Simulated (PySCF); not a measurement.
PySCF 2.14.0, PBE0/def2-svp, df: C[SiH](C)CCB(O)O, 21 atoms. The geometry is a generated start, not checked to be a minimum at this level.

```
Item                           Value
-------------------  ---------------
task                          energy
method                          pbe0
basis                       def2-svp
two-electron scheme  density fitting
mol.max_memory               3000 MB
mf.max_cycle                     100
mf.init_guess        minao (default)
mf.conv_tol          1e-09 (default)
mf.grids.level           3 (default)
basis functions                  181
grid points                   245368
```

```xyz
21

Si    -1.4106     0.4152    -0.0514
C     -1.9350    -0.8231     1.2976
C     -2.4934     0.1719    -1.5969
C      0.4182     0.1204    -0.5141
C      1.3918     0.3581     0.6568
B      2.9081     0.0457     0.2124
O      3.7881     1.0215    -0.1125
O      3.3735    -1.2212     0.1031
H     -1.5739     1.7899     0.4591
H     -2.9784    -0.6876     1.5678
H     -1.8155    -1.8507     0.9641
H     -1.3470    -0.7002     2.2021
H     -2.3894     1.0060    -2.2859
H     -3.5453     0.0951    -1.3313
H     -2.2238    -0.7335    -2.1369
H      0.5488    -0.9019    -0.8780
H      0.7038     0.7715    -1.3428
H      1.0932    -0.2788     1.4933
H      1.2754     1.3903     0.9977
H      3.4631     1.9182    -0.0359
H      2.7484    -1.9068     0.3318
```

With the defaults (mf.diis = true, mf.DIIS = CDIIS, mf.diis_space = 8, newton = off, mf.level_shift = 0, mf.damp = 0, mf.diis_start_cycle = 1) it converges in 12 Fock builds. One run each on 2 threads, 1 BLAS thread, with these changes:
- mf.diis_space = 12
- mf.level_shift = 0.3 Hartree
- mf.damp = 0.3, mf.diis_start_cycle = 4
- mf.level_shift = 0.1 Hartree
- mf.diis = false
- mf.DIIS = EDIIS
- mf.DIIS = ADIIS
- mf.diis_space = 20
- newton = Hessian by the SCF's own integrals

### Question
Which runs fail or end elsewhere than the default run?

### Answer
No convergence: mf.diis = false (the run ends without SCF convergence in 100 cycles). The rest reach the solution of the defaults.

| setting | Fock builds | end |
|---|---|---|
| the defaults | 12 | same solution |
| mf.diis_space = 20 | 12 | same solution |
| mf.diis_space = 12 | 12 | same solution |
| mf.level_shift = 0.1 Hartree | 12 | same solution |
| mf.damp = 0.3, mf.diis_start_cycle = 4 | 13 | same solution |
| mf.level_shift = 0.3 Hartree | 15 | same solution |
| mf.DIIS = ADIIS | 15 | same solution |
| newton = Hessian by the SCF's own integrals | 26 | same solution |
| mf.DIIS = EDIIS | 92 | same solution |
| mf.diis = false | 101 | no convergence |

Under newton the count holds the products with the orbital Hessian.
